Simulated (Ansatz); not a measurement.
Start from K in the bcc (W type) structure (space group Im-3m, No. 229; a = 5.344 Å). Axes: x, y, z lie along the cube axes.

The values are results of Ansatz (a first-principles code) r2SCAN, spin-orbit coupling left out, not measurements.

For the base:

The band gap comes out as zero.

Now apply this change: a free-standing slab of 6 layers (6 atoms, 1 a layer) is cut normal to [110], with 15 Å of vacuum and the in-plane cell held at bulk.

Question: Predict the new band gap.

Answer: The band gap is still zero.

Question: Estimate the effect on the excess energy per area of both faces.

Answer: The excess energy per area of both faces (slab less bulk energy over the cell's area: twice a surface energy) comes out as 0.23 J/m² (uncertain by up to 0.05 J/m²).

Question: How does this affect the change of the spacing d12 from its bulk value of 3.779 Å?

Answer: The change of the spacing d12 from its bulk value of 3.779 Å amounts to -1.9 %.

Slab and bulk use different k-meshes, which limits the precision of the excess energy. Whether these cells are dynamically stable was not tested.
